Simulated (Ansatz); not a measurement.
The reference is GaSb in the zinc blende structure (space group F-43m, No. 216; a = 6.1324 Å). Axes: x, y, z lie along the cube axes.

The values are results of r2SCAN (Ansatz, a first-principles code; PAW; 500 eV plane waves; no SOC), not measurements.

For the base:

| Item | Result |
|---|---|
| Band gap | 0.41 eV |
| Valence-band top at Γ | 0.00, 0.00, 0.00 eV |

The change: biaxial strain −0.42 %, plane normal [111], relaxed out of plane (Cartesian); in-plane vectors clamped, the third vector and the atoms free.

Estimate the effect on the band gap.

The band gap goes up by 0.03 eV, from 0.41 eV to 0.44 eV.

Predict the new in-plane stress.

The mean in-plane stress (compression positive) comes out as +0.5 GPa.

What happens to the valence-band top at Γ?

The valence-band top at Γ (three highest levels, from the VBM) becomes 0.00, 0.00, -0.05 eV (base: 0.00, 0.00, 0.00 eV).

With Sb present, leaving out spin-orbit coupling can change the band edges. No phonon test of stability was made.
